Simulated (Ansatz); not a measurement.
Consider Nb-vacancy pair (Nb on one host Ru site, one Ru site vacant) in hcp Ru, neutral cell. Method: PBE, PAW (plane waves to 420 eV; Ansatz, a quantum-chemistry and plane-wave program).

Settings: 36 host sites, the relaxed PBE lattice, a 2×2×2 k-point mesh shifted by half a step along c, smearing 0.10 eV, spin-restricted, no image-charge correction. No zero-point or tunnelling terms. Forms of the defect that were not tried may lie lower.

Barriers: single points on a 4×4×4 k-point mesh shifted by half a step along c at the bands' geometries (they differ from the bands' own by up to 0.22 eV, and are uncertain by about as much).

The step: the Nb atom itself jumps into the vacancy (Nb-vacancy distance between ideal sites 2.72 Å throughout). Atoms about the jump, Cartesian Å from the middle of the jump, before and after:

```
atom     x0     y0     z0     x1     y1     z1
----  -----  -----  -----  -----  -----  -----
Nb1    1.28   0.00   0.00  -1.28   0.00   0.00
Ru2    0.00   2.43   0.00   0.00   2.43   0.00
Ru3   -0.03  -0.79  -2.19   0.03  -0.79  -2.19
Ru4   -0.03  -0.79   2.19   0.03  -0.79   2.19
Ru5   -0.01  -2.39   0.00   0.01  -2.39   0.00
Ru6    1.34   1.60  -2.19   1.34   1.55  -2.12
Ru7    1.34   1.60   2.19   1.34   1.55   2.12
Ru8   -1.34   1.55   2.12  -1.34   1.60   2.19
Ru9   -1.34   1.55  -2.12  -1.34   1.60  -2.19
Ru10   2.73   2.36   0.00   2.72   2.37   0.00
Ru11  -2.72   2.37   0.00  -2.73   2.36   0.00
Ru12   2.73  -0.77  -2.17   2.69  -0.76  -2.13
Ru13   2.73  -0.77   2.17   2.69  -0.76   2.13
Ru14  -2.69  -0.76  -2.13  -2.73  -0.77  -2.17
Ru15  -2.69  -0.76   2.13  -2.73  -0.77   2.17
Ru16   2.72  -2.35   0.00   2.72  -2.36   0.00
Ru17  -2.72  -2.36   0.00  -2.72  -2.35   0.00
```

**Question.** Give the saddle-point geometry and the barrier.

**Answer.** 
```json
[
 {"atom": "Nb1", "x": "0.00", "y": "0.10", "z": "0.00"},
 {"atom": "Ru2", "x": "0.00", "y": "2.58", "z": "0.00"},
 {"atom": "Ru3", "x": "0.00", "y": "-0.86", "z": "-2.30"},
 {"atom": "Ru4", "x": "0.00", "y": "-0.86", "z": "2.30"},
 {"atom": "Ru5", "x": "0.00", "y": "-2.49", "z": "0.00"},
 {"atom": "Ru6", "x": "1.32", "y": "1.57", "z": "-2.14"},
 {"atom": "Ru7", "x": "1.32", "y": "1.57", "z": "2.15"},
 {"atom": "Ru8", "x": "-1.33", "y": "1.57", "z": "2.15"},
 {"atom": "Ru9", "x": "-1.33", "y": "1.57", "z": "-2.14"},
 {"atom": "Ru10", "x": "2.70", "y": "2.32", "z": "0.00"},
 {"atom": "Ru11", "x": "-2.71", "y": "2.32", "z": "0.00"},
 {"atom": "Ru12", "x": "2.67", "y": "-0.75", "z": "-2.12"},
 {"atom": "Ru13", "x": "2.67", "y": "-0.75", "z": "2.12"},
 {"atom": "Ru14", "x": "-2.68", "y": "-0.75", "z": "-2.12"},
 {"atom": "Ru15", "x": "-2.68", "y": "-0.75", "z": "2.12"},
 {"atom": "Ru16", "x": "2.67", "y": "-2.29", "z": "0.00"},
 {"atom": "Ru17", "x": "-2.68", "y": "-2.29", "z": "0.00"}
]
```
It lies 1.46 eV above the start and 1.46 eV above the end. The saddle point's order was not checked, and it lies on a symmetry element of the cell, where a band can be held.
